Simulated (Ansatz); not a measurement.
Structures of equal composition on the (100) surface of germanium: 1 pair of surface atoms bonded, Si on all surface atoms, H on every dangling bond; 1 pair of surface atoms bonded, Si on all atoms bonded under the surface atoms, H on every dangling bond. The slabs share one bottom face, and each structure is named by its start. These are constructed structures in small cells; real faces may alloy, dewet or reconstruct in larger ones, and not all known structures of the face are among them. Slabs of about 17 Å, Fermi-Dirac smearing of 0.025 eV. Bottom of the slabs: built like the top, H on every dangling bond, free. Relaxed from the named starts with such symmetry as they have, on meshes of like density; energies extrapolated to zero smearing; spin only where a row says so; no spin-orbit coupling, no U. Brackets mark spin-polarised runs, whose order is one that fits the cell. Where a second, spin-polarised start was run, the lower counts.

Method: PBE (plane waves to 420 eV, PAW; Ansatz, a program for electronic structure).

Question: Put the candidates in order of energy per 1x1 cell, lowest first, for PBE.

Answer: 1 pair of surface atoms bonded, Si on all surface atoms, H on every dangling bond (0.000 eV), 1 pair of surface atoms bonded, Si on all atoms bonded under the surface atoms, H on every dangling bond (0.149 eV)
